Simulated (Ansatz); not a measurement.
AlB2-type ZrB2

The numbers are results of PBEsol in Ansatz (plane waves, PAW), not measurements.

Numerical settings: plane-wave cutoff 520 eV, 24×24×18 k mesh (along the axes of the cell as run), Fermi–Dirac smearing 0.082 eV (set by the program), scalar-relativistic PAW data made under PBE.

Cell (measured lattice):

Space group P6/mmm (No. 191); a = b = 3.1650 Å, c = 3.5200 Å, α = β = 90.00°, γ = 120.00°

```tsv
atom	site	symmetry	x	y	z
Zr	1a	6/mmm	0.0000	0.0000	0.0000
B	2d	-6m2	0.3333	0.6667	0.5000
```

elastic constant C11: 570 GPa
elastic constant C12: 52.5 GPa
elastic constant C13: 121 GPa
elastic constant C33: 439 GPa
elastic constant C44: 258 GPa
elastic constant C66: 259 GPa
Voigt–Reuss–Hill bulk modulus: 240 GPa
polycrystal shear modulus (Hill average): 237 GPa
Young modulus: 536 GPa
Poisson ratio: 0.129

Measured, for comparison: elastic constant C11 568 GPa, elastic constant C12 57 GPa, elastic constant C13 121 GPa, elastic constant C33 441 GPa (room temperature, no zero-point or thermal correction; as tabulated in Zhang et al. (2020), arXiv:1911.03307). Computed (rounded) less measured: elastic constant C11 +0.4 %, elastic constant C12 -8 %, elastic constant C13 0.0 %, elastic constant C33 -0.5 %.

Note: the cell isn't this level's own, so it is under some stress, which shifts stiffness and frequencies.

Elastic constants are with the ions relaxed.

The computed numbers hold no vibrational or temperature effects.

It cost around 30 core-minutes (rough) of CPU time.

Ansatz is a quantum-chemistry and plane-wave program.
